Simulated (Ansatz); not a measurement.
For CdTe (zinc blende, F-43m) at 375 K, the quasi-harmonic free energy with LDA density-functional theory in Ansatz (plane waves, PAW) gives a volume expansion coefficient α_V = 16.50 × 10⁻⁶ K⁻¹, an isothermal bulk modulus B_T = 41.9 GPa, a molar volume V_m = 39.874 cm³/mol and C_V = 49.08 J/(mol K). Dynamical quadrupoles are not included in the interpolation of the phonons between the solved wave vectors. Spin-orbit coupling is not included.

Work out the Grüneisen parameter, C_P and the adiabatic bulk modulus.

γ = α_V B_T V_m / C_V = 0.56. C_P − C_V = α_V² B_T V_m T = 0.17 J/(mol K), so C_P = 49.25 J/(mol K). B_S = B_T C_P/C_V = B_T (1 + α_V γ T) = 42.1 GPa.

The PAW data sets were generated under PBE and serve the other functionals too.

Ansatz is a first-principles code.
